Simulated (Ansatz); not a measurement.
AlN (P6_3mc), PBEsol with spin-orbit coupling, rigid bands (Ansatz, an electronic-structure program): N_c = 4.19e18 cm⁻³ at 300 K and an electron conductivity mass of 0.310 mₑ along x (a = (3.11, 0.00, 0.00) Å; b = (-1.56, 2.70, 0.00) Å; c = (0.00, 0.00, 4.98) Å).

Problem. For 1e17 electrons per cm³ at 300 K, place the Fermi level, estimate the Seebeck coefficient of a parabolic band with constant τ, and give mobility and conductivity for τ = 10 fs.

Solution. The level lies k_BT ln(N_c/n) = 0.097 eV below the conduction-band minimum. S ≈ −(k_B/e)[ln(N_c/n) + 5/2] = -537 μV/K, against -536 μV/K from the full bands (mean over directions). μ = eτ/m = 56.7 cm²/(V·s) and σ = neμ = 0.909 S/cm. τ is assumed, not computed.

Band transport and this doping are assumed; polarons and phonon drag are left out.
